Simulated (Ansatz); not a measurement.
The reference is KF in the rock salt structure (space group Fm-3m, No. 225; a = 5.307 Å). Axes: x, y, z lie along the cube axes.

All numbers come from plane-wave PAW DFT at the PBEsol level (Ansatz, a first-principles code, 420 eV), without spin-orbit coupling.

For the base:

The band gap is 6.15 eV and the valence-band top at Γ comes out as 0.00, 0.00, 0.00 eV. The electron mass is 0.54 mₑ (at Γ).

The change: tensor shear ε_xy = +1.43 % (engineering shear γ = 0.0286); the atoms relax in the strained cell.

Problem. What happens to the band gap, valence-band top at Γ, stress, energy relative to the base and electron mass?

Solution. The band gap drops by 0.016 eV, from 6.15 eV to 6.14 eV; the valence-band top at Γ (three highest levels, from the VBM) changes from 0.00, 0.00, 0.00 eV to 0.00, -0.02, -0.03 eV; the stress (xx, yy, zz, yz, xz, xy; compression positive) comes out as (-0.01, -0.01, -0.02, 0.00, 0.00, -0.39) GPa; the energy grows by 0.7 meV/atom; the electron mass remains 0.54 mₑ (at Γ).

Masses are band curvatures over ±0.01 Å⁻¹ around the edge. Whether these cells are dynamically stable was not tested.
